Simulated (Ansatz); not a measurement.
ZnS (zinc blende start, 32-atom cell) (held in this type by symmetry, stable or not), space group F-43m.

```yaml
crystal:
  lattice:
    - [-5.44599, 5.44599, 5.44599]
    - [5.44599, -5.44599, 5.44599]
    - [5.44599, 5.44599, -5.44599]
  atoms:
    - { symbol: Zn, position: [0.00000, 0.25000, 0.75000] }
    - { symbol: Zn, position: [0.00000, 0.50000, 0.50000] }
    - { symbol: Zn, position: [0.00000, 0.75000, 0.25000] }
    - { symbol: Zn, position: [0.25000, 0.00000, 0.75000] }
    - { symbol: Zn, position: [0.00000, 0.00000, 0.00000] }
    - { symbol: Zn, position: [0.25000, 0.25000, 0.50000] }
    - { symbol: Zn, position: [0.25000, 0.50000, 0.25000] }
    - { symbol: Zn, position: [0.50000, 0.75000, 0.75000] }
    - { symbol: Zn, position: [0.25000, 0.75000, 0.00000] }
    - { symbol: Zn, position: [0.50000, 0.00000, 0.50000] }
    - { symbol: Zn, position: [0.50000, 0.25000, 0.25000] }
    - { symbol: Zn, position: [0.75000, 0.50000, 0.75000] }
    - { symbol: Zn, position: [0.50000, 0.50000, 0.00000] }
    - { symbol: Zn, position: [0.75000, 0.75000, 0.50000] }
    - { symbol: Zn, position: [0.75000, 0.00000, 0.25000] }
    - { symbol: Zn, position: [0.75000, 0.25000, 0.00000] }
    - { symbol: S, position: [0.25000, 0.50000, 0.00000] }
    - { symbol: S, position: [0.25000, 0.75000, 0.75000] }
    - { symbol: S, position: [0.25000, 0.00000, 0.50000] }
    - { symbol: S, position: [0.50000, 0.25000, 0.00000] }
    - { symbol: S, position: [0.25000, 0.25000, 0.25000] }
    - { symbol: S, position: [0.50000, 0.50000, 0.75000] }
    - { symbol: S, position: [0.50000, 0.75000, 0.50000] }
    - { symbol: S, position: [0.75000, 0.00000, 0.00000] }
    - { symbol: S, position: [0.50000, 0.00000, 0.25000] }
    - { symbol: S, position: [0.75000, 0.25000, 0.75000] }
    - { symbol: S, position: [0.75000, 0.50000, 0.50000] }
    - { symbol: S, position: [0.00000, 0.75000, 0.00000] }
    - { symbol: S, position: [0.75000, 0.75000, 0.25000] }
    - { symbol: S, position: [0.00000, 0.00000, 0.75000] }
    - { symbol: S, position: [0.00000, 0.25000, 0.50000] }
    - { symbol: S, position: [0.00000, 0.50000, 0.25000] }
```

Computed with PBE (plane waves to 420 eV, PAW; Ansatz, a quantum-chemistry and plane-wave program). No spin–orbit coupling; PBE gaps are too small against experiment. Its k-point mesh 3×3×3, Fermi–Dirac width 0.01 eV.

List the levels next to the gap at Γ of this cell's own (folded) zone, from the top of the valence band (the table ends after a fixed count of bands, which can cut a degenerate set).


| band | E − E_v (eV) |
|---|---|
| v4 | -0.869 |
| v3 | 0.000 |
| v2 | 0.000 |
| v1 | 0.000 |
| c1 | 2.009 |
| c2 | 3.455 |
| c3 | 3.455 |
| c4 | 3.455 |
